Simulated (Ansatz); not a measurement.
A15 Mo3Si: PBE at its full settings (plane-wave cutoff 520 eV, 12×12×12 k mesh, Fermi–Dirac smearing 0.05 eV, no spin polarisation, scalar-relativistic PAW data made under PBE) and at cheaper ones, in a cell of 8 atoms with Γ-centred meshes.

```
level and setting                              equilibrium lattice constant a (Å)  bulk modulus B0 (GPa)
---------------------------------------------  ----------------------------------  ---------------------
PBE (Ansatz)                                                                4.906                    249
PBE (250 eV cutoff) (Ansatz)                                                4.903                    252
PBE (300 eV cutoff) (Ansatz)                                                4.906                    245
PBE (Γ point alone) (Ansatz)                                                4.868                    270
PBE (2×2×2 k mesh) (Ansatz)                                                 4.914                    246
PBE (4×4×4 k mesh) (Ansatz)                                                     ?                    249
PBE (6×6×6 k mesh) (Ansatz)                                                 4.907                    247
PBE (Fermi-Dirac smearing of 0.3 eV) (Ansatz)                               4.913                    242
```

Problem. Some entries are withheld; supply them.

Solution. 
- PBE (4×4×4 k mesh) (Ansatz, an electronic-structure program), equilibrium lattice constant a (Å): 4.912

Largest shifts from the full settings: lattice constant a -0.77 % (PBE (Γ point alone)), against a difference of +0.35 % of the full result from the reference 4.889 Å (measured, temperature not stated, copied from a table, unchecked, no zero-point or thermal correction; as tabulated in Dopovidi Akademii Nauk Ukrains'koi RSR, Seriya A: Fiziko-Tekhnichni ta Matematichni Nauki 1970, 553 (1970)); bulk modulus +8.4 % (PBE (Γ point alone)).

Ansatz's density-functional and Hartree–Fock values are scalar-relativistic unless marked +SOC, with PAW data made under PBE.

Run with cheap settings on purpose, which may leave them unconverged: PBE (250 eV cutoff), PBE (2×2×2 k mesh), PBE (300 eV cutoff), PBE (4×4×4 k mesh), PBE (6×6×6 k mesh), PBE (Fermi-Dirac smearing of 0.3 eV), PBE (Γ point alone).
